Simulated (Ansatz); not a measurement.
# InSe (P-6m2, No. 187; cell taken from a computed entry): band gap by level of theory

No measured value is used here.

```csv
level (code),value (eV),cell (Å³/atom)
LDA (Ansatz),?,29.34
PBEsol (Ansatz),0.37,29.34
r²SCAN (Ansatz),0.90,29.34
r²SCAN+rVV10 (Ansatz),0.80,29.44
HSE06+SOC (Ansatz),1.19 (direct),29.34
```

**Question.** Some entries are withheld; supply them.

**Answer.** 
- LDA (Ansatz, a first-principles code), value (eV): 0.24

Computed values are for a static lattice. Spin–orbit coupling is included only where a level's name says +SOC; with heavier elements it mostly lowers gaps and can invert bands.  LDA, PBEsol, r²SCAN, HSE06+SOC: the cell comes from a level without a dispersion term, which matters for the spacing of layers, chains or molecules. r²SCAN+rVV10: the gap is read on the k mesh or supercell of the run alone and can be too large. r²SCAN+rVV10: the relaxation could not lower the start's symmetry, so the cell can be a saddle point above a distorted one. Values are at the PBEsol cell; r²SCAN+rVV10 at the level's own relaxed cell. Cutoffs and k meshes differ between the levels. Ansatz's density-functional and Hartree–Fock values are scalar-relativistic unless marked +SOC, with PAW data made under PBE.
